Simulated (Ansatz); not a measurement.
## TiTe2 under a change: isotropic strain −3.98 %

The reference is TiTe2 in the CdI2 type structure (space group P-3m1, No. 164; a = 3.618 Å, c = 6.225 Å; layered, stacked along the Cartesian z axis).

One thing is altered: the cell is scaled by 0.9602 in all directions, atoms relaxed at fixed cell.

The values are results of plane-wave PAW DFT at the PBEsol-D3(BJ) level (Ansatz, a first-principles code, 420 eV), spin-orbit coupling left out, not measurements. Settings: 15×15×8 k-points, 0.05 eV Fermi–Dirac smearing.

```tsv
quantity	base	changed	shift
volume per atom	23.52 Å³	20.82 Å³	-2.70 Å³
space group	P-3m1 (No. 164)	P-3m1 (No. 164)	–
shortest interatomic distance	2.712 Å	2.648 Å	-0.064 Å
energy relative to the base (free energy F)	0 meV/atom	+71 meV/atom	+71 meV/atom
band gap	zero	zero	–
largest internal atomic displacement	–	0.069 Å	–
```

No phonon test of stability was made. All final runs are without spin polarisation.
